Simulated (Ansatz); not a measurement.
A computed series for hypothetical I4_132 Ge: pressure series

Base system: Ge (space group I4_132, No. 214; a = 6.922 Å; a hypothetical phase, not in the database extracts checked).

Cell and atoms are relaxed at each pressure.

Levels (all Ansatz, a program for electronic structure, PAW): PBE (420 eV, no SOC); PBEsol (420 eV, no SOC).

The base cell above is that of PBE; each level relaxes its own structures.

| case | lattice parameter a, PBE | lattice parameter a, PBEsol |
|---|---|---|
| pressure −2 GPa | 7.206 Å | … |
| pressure −1 GPa | 7.040 Å | … |
| pressure 0.3 GPa | 6.891 Å | 6.775 Å |
| pressure 0.7 GPa | 6.854 Å | … |
| pressure 1.5 GPa | 6.787 Å | 6.685 Å |
| pressure 3 GPa | 6.684 Å | 6.595 Å |
| pressure 5 GPa | 6.574 Å | 6.496 Å |
| pressure 7.5 GPa | 6.465 Å | … |
| pressure 10 GPa | 6.374 Å | 6.308 Å |

What belongs in the blanks?


- pressure −2 GPa, lattice parameter a, PBEsol: 7.024 Å
- pressure −1 GPa, lattice parameter a, PBEsol: 6.898 Å
- pressure 0.7 GPa, lattice parameter a, PBEsol: 6.743 Å
- pressure 7.5 GPa, lattice parameter a, PBEsol: 6.395 Å

PBE lies above PBEsol in every row, by 0.066 Å to 0.183 Å. They put the cases in the same order.

Load acts through the strain it causes; cell and atoms are relaxed under it. Whether these cells are dynamically stable was not tested. No other phases were tried under pressure.
